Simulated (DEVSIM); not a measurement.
Structure: CdS/CdTe n-p heterojunction, at 300 K.

Layer 1 from the left is CdS, thickness (μm) 0.240, Nd (cm⁻³) 7.5e16, τn (s) 1.1e-9, τp (s) 1.1e-9. Layer 2 from the left is CdTe, thickness (μm) 0.170, Na (cm⁻³) 2.4e16, τn (s) 1.1e-9, τp (s) 1.1e-9.

Left contact: ohmic. Right contact: ohmic. Voltage is applied to the left contact. Recombination: SRH at mid-gap. Mobility is μmin + (μ − μmin)/(1 + (N/Nref)^α).

Constants are typed, rounded textbook-type inputs, not results; the design itself was drawn at random and stands for no fabricated device. Values at 300 K.

CdS: gap (eV) 2.4, affinity (eV) 4.3, permittivity 9, Nc (cm⁻³) 2.2e18, Nv (cm⁻³) 1.8e19, μn (cm²/Vs) 300, μp (cm²/Vs) 25, μn,min 30, μp,min 3, Nref,n 1e17, Nref,p 1e17, αn 0.6, αp 0.6. CdTe: gap (eV) 1.5, affinity (eV) 4.28, permittivity 10.2, Nc (cm⁻³) 8e17, Nv (cm⁻³) 1.8e19, μn (cm²/Vs) 1000, μp (cm²/Vs) 80, μn,min 100, μp,min 10, Nref,n 1e17, Nref,p 1e17, αn 0.6, αp 0.6.

Simulated with DEVSIM: 1D drift-diffusion, Boltzmann statistics, complete ionisation; no tunnelling, impact ionisation, image-force lowering or self-heating. Band offsets follow the typed affinities; no thermionic-emission limit at abrupt steps, no polarisation charge.

Question: What does the simulation give for the dark forward voltage at 100 A/cm², the potential step across the device at zero bias, the dark forward voltage at 1 A/cm², the largest field in the device at zero bias?

Answer: dark forward voltage at 100 A/cm² 1.136 V; potential step across the device at zero bias 1.222 V; dark forward voltage at 1 A/cm² 1.006 V; largest field in the device at zero bias 99000 V/cm.
